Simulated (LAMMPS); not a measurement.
LAMMPS 22 Jul 2025, classical MD, Tersoff (SiC.tersoff): SiC, 1728 atoms.

```json
{
  "task": "MD, nve",
  "potential": "Tersoff, SiC.tersoff",
  "copies_of_the_repeat_unit": "6×6×6",
  "shape (slab and sphere leave vacuum in the box)": "bulk",
  "steps": "2000",
  "timestep": "1 fs",
  "thermo": "50",
  "newton": "on (default)",
  "atom_modify sort (bins of 2 Å where set)": "1000 (default)",
  "comm_style": "brick (default)",
  "box": "26.2 × 26.2 × 26.2 Å",
  "start": "generated zinc blende lattice, warmed in an untimed run"
}
```

All runs start from one configuration, warmed at this fixed volume for 1000 steps under a thermostat at 600 K. The run at a skin of 2 Å has a mean temperature of 589 K and a mean pressure of 0.6 GPa.

One run each, on a shared machine, so no times are given.

With neigh_modify every 1 delay 0 check yes, skins of 0.1, 0.3, 0.5, 1, 1.5, 2, 3 Å were run. Further schedules:
- skin 0.3 Å, every 1 delay 10 check yes
- skin 1 Å, every 20 delay 0 check no
- skin 1 Å, every 100 delay 0 check no
- skin 0.3 Å, every 100 delay 0 check no
- skin 0.3 Å, every 20 delay 0 check no
- skin 1 Å, every 10 delay 0 check yes
- skin 2 Å, every 1 delay 10 check yes

A schedule rebuilds too seldom if it shows a dangerous build, rebuilds less often than the check at every step does at that skin, or fails.

Task: Name the settings that rebuild less often than the motion of the atoms asks.

Result: With the check at every step the rebuilds are 891 at 0.1 Å, 312 at 0.3 Å, 178 at 0.5 Å, 0 at 1 Å, 0 at 1.5 Å, 0 at 2 Å, 0 at 3 Å. Too seldom: skin 0.3 Å, every 1 delay 10 check yes; skin 0.3 Å, every 100 delay 0 check no; skin 0.3 Å, every 20 delay 0 check no.

```
setting                                 rebuilds  dangerous builds  list entries an atom  change of the total energy (meV/atom)
--------------------------------------  --------  ----------------  --------------------  -------------------------------------
skin 0.1 Å, every 1 delay 0 check yes        891                 —                  11.3                                  +0.36
skin 0.3 Å, every 1 delay 0 check yes        312                 —                  16.0                                  +0.36
skin 0.5 Å, every 1 delay 0 check yes        178                 —                  16.4                                  +0.36
skin 1 Å, every 1 delay 0 check yes            0                 —                  28.0                                  +0.36
skin 1.5 Å, every 1 delay 0 check yes          0                 —                  33.9                                  +0.36
skin 2 Å, every 1 delay 0 check yes            0                 —                  46.0                                  +0.36
skin 3 Å, every 1 delay 0 check yes            0                 —                  86.1                                  +0.36
skin 0.3 Å, every 1 delay 10 check yes       200               200                  16.0                                  +0.36
skin 1 Å, every 20 delay 0 check no          100       not counted                  28.0                                  +0.36
skin 1 Å, every 100 delay 0 check no          20       not counted                  28.0                                  +0.36
skin 0.3 Å, every 100 delay 0 check no        20       not counted                  16.0                                  +0.32
skin 0.3 Å, every 20 delay 0 check no        100       not counted                  16.0                                  +0.83
skin 1 Å, every 10 delay 0 check yes           0                 0                  28.0                                  +0.36
skin 2 Å, every 1 delay 10 check yes           0                 0                  46.0                                  +0.36
```

Where the energy changes as in the checked runs, the late rebuilds cost nothing that shows in this run. List entries are as LAMMPS prints them (Ave neighs/atom).
